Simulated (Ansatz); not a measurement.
The parent structure is PtTe2 (space group P-3m1, No. 164; a = 4.0523 Å, c = 5.0964 Å; layered).

Perturbation: a free-standing slab of 1 layer (3 atoms, 3 a layer) is cut normal to the stacking axis, with 15 Å of vacuum and the in-plane cell relaxed.

Levels (all Ansatz, a program for electronic structure, PAW): PBE-D3(BJ) (420 eV, no SOC); PBE+SOC (420 eV, with spin-orbit coupling).

The geometry is relaxed with PBE-D3(BJ).

- PBE-D3(BJ) valence-band top at Γ = 0.00, 0.00, -0.80 eV
- PBE-D3(BJ) smallest direct gap = 1.15 eV
- PBE-D3(BJ) band gap = 0.66 eV

With PBE+SOC at the same geometry, the valence-band top at Γ (three highest Kramers pairs, from the VBM) becomes 0.00, -0.55, -1.56 eV (PBE-D3(BJ): 0.00, 0.00, -0.80 eV); the smallest direct gap shrinks by 0.25 eV to 0.90 eV; the band gap shrinks by 0.39 eV, from 0.66 eV to 0.27 eV.

Single points use the geometry relaxed with PBE-D3(BJ). Differences between runs with and without spin-orbit coupling are approximate. Spin-orbit coupling, missing from the scalar runs, can matter with Pt and Te. Whether these cells are dynamically stable was not tested. The runs without spin-orbit coupling are not spin-polarised. The zero or small gap of PtTe2 can change with the level of theory.
